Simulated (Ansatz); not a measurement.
Competing hops of Ag-vacancy pair in bcc W, neutral cell

Consider Ag-vacancy pair (Ag on one host W site, one W site vacant) in bcc W, neutral cell. Computed with PBE, PAW (plane waves to 420 eV; Ansatz, a first-principles code).

Cell of 36 host sites held at the relaxed PBE lattice; a 2×2×3 k-point mesh shifted by half a step; Fermi-Dirac width 0.10 eV, spin-restricted; finite-size errors left in. No zero-point or tunnelling terms. Spin-orbit coupling is left out. Forms of the defect that were not tried may lie lower.

Barriers: single points on a 3×3×5 k-point mesh shifted by half a step at the bands' geometries.

```csv
Route,Start site over the lowest site run (eV),Hop (Å),Forward barrier (eV),Backward barrier (eV),Neighbours at the start,Neighbours at the saddle,Saddle order,"Forward, on the band's own sampling (eV)"
Ag and the vacancy change places (Ag-vacancy distance between ideal sites 2.76 Å throughout),0.00,2.14,0.53,0.53,"2 W at 2.73, W at 2.76, 3 W at 2.87, 2 W at 2.99, W at 3.01, W at 3.05, 2 W at 3.35, W at 3.38 Å","4 W at 2.71, 2 W at 2.74, 6 W at 3.41 Å","not checked, on a symmetry element",0.56
```

Paths come from CI-NEB runs.  A band can be held on a symmetry element, so unchecked saddle points there may be too high.
